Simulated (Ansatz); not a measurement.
## What pressure −1 GPa does to BAs

Consider BAs in the zinc blende structure (space group F-43m, No. 216; a = 4.784 Å).

One thing is altered: hydrostatic tension (pressure −1 GPa).

All numbers come from DFT with r2SCAN, PAW potentials and a 500 eV plane-wave cutoff in Ansatz (a quantum-chemistry and plane-wave program), scalar-relativistic without spin-orbit coupling. Settings: 12×12×12 k-points, 0.05 eV Fermi–Dirac smearing.

| quantity | base | changed | shift |
|---|---|---|---|
| volume per atom | 13.69 Å³ | 13.78 Å³ | +0.099 Å³ |
| lattice parameter a | 4.784 Å | 4.795 Å | +0.011 Å |
| shortest interatomic distance | 2.071 Å | 2.076 Å | +0.005 Å |
| band gap | 1.38 eV | 1.39 eV | +0.01 eV |
| gap character | indirect, Γ → Γ–X (76 % along) | indirect, Γ → Γ–X (76 % along) | – |
| smallest direct gap | 3.44 eV | 3.43 eV | -0.01 eV |
| width of the top valence band | 5.41 eV | 5.37 eV | -0.04 eV |
| electron mass | 1.1 mₑ along k, 0.21 mₑ across (off the special points) | 1.1 mₑ along k, 0.21 mₑ across (off the special points) | – |

Load acts through the strain it causes; cell and atoms are relaxed under it. Effective masses come from finite differences of ±0.01 Å⁻¹. Along k means along the line from Γ to the band edge. Stability against distortions was not tested.
